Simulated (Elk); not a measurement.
Band structure of ZnCu₃ (P-6m2, 4 atoms in the cell).

```
CELL_PARAMETERS angstrom
      2.56146     0.00000     0.00000
     -1.28073     2.21829     0.00000
      0.00000     0.00000     8.39759
ATOMIC_POSITIONS crystal
  Zn 0.66667 0.33333 0.00000
  Cu 0.66667 0.33333 0.50000
  Cu 0.33333 0.66667 0.25407
  Cu 0.33333 0.66667 0.74593
```

Level of theory: LDA (PW92), all-electron FP-LAPW, Elk's shipped species files, APW+lo basis with extra local orbitals in Elk.

Settings: rgkmax = 8; stype = 0; swidth = 0.00367493 Ha; ngridk = 12 12 3; gmaxvr = 16 1/bohr; nxlo = 2; lorbcnd = true; rmtscf = 0.94; lmaxi = 3; maxscl = 100.

The starting cell comes from a database of computed structures (which also holds hypothetical and non-ambient phases and stackings), without a prior relaxation at this level. Spin polarisation is off. Values depend on the basis (sphere radii, cutoffs, local orbitals), which need not be converged.

Levels in eV from the Fermi level, bands 32 to 39:
| point | 32 | 33 | 34 | 35 | 36 | 37 | 38 | 39 |
|---|---|---|---|---|---|---|---|---|
| Γ | -2.19 | -2.19 | -1.87 | -1.87 | -1.70 | 2.49 | 11.32 | 11.37 |
| M | -1.57 | -0.93 | -0.80 | -0.02 | 0.89 | 3.31 | 3.96 | 6.87 |
| K | -1.82 | 1.46 | 1.70 | 2.09 | 3.50 | 3.58 | 4.50 | 4.99 |
| A | -2.48 | -2.19 | -2.19 | -1.87 | -1.87 | 5.20 | 6.30 | 17.47 |
| L | -1.56 | -1.45 | -0.41 | -0.25 | 1.14 | 3.91 | 4.54 | 5.55 |
| H | -1.82 | 1.45 | 1.97 | 2.14 | 3.20 | 3.44 | 3.47 | 6.73 |

Bands cross the Fermi level along this path, so the cell is metallic at this level.
